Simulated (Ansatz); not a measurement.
Consider K$_{2}$S in the anti-fluorite structure (space group Fm-3m, No. 225; a = 7.336 Å). Axes: x, y, z lie along the cube axes.

Computed with PBEsol in Ansatz (plane waves to 420 eV, PAW, scalar-relativistic without spin-orbit coupling).

Strains are applied to the cell and any free atomic positions relax; under biaxial strain the out-of-plane vector relaxes too.

One change was made to it. Results:

The pressure (mean of the normal stresses, compression positive) increases by 0.55 GPa, from 0.01 GPa to 0.56 GPa; the energy grows by 3.4 meV/atom.

Q: What was done to the base?
(A) biaxial strain +1.00 %, plane normal [001], relaxed out of plane
(B) biaxial strain +2.50 %, plane normal [001], relaxed out of plane
(C) biaxial strain −1.00 %, plane normal [001], relaxed out of plane
(D) biaxial strain −2.00 %, plane normal [001], relaxed out of plane

A: D, biaxial strain −2.00 %, plane normal [001], relaxed out of plane. For comparison, the energy relative to the base in the other runs: biaxial strain +2.50 %, plane normal [001], relaxed out of plane gives +5.0 meV/atom; biaxial strain −1.00 %, plane normal [001], relaxed out of plane gives +0.8 meV/atom; biaxial strain +1.00 %, plane normal [001], relaxed out of plane gives +0.8 meV/atom.

Stability against distortions was not tested.

Ansatz is a first-principles code.
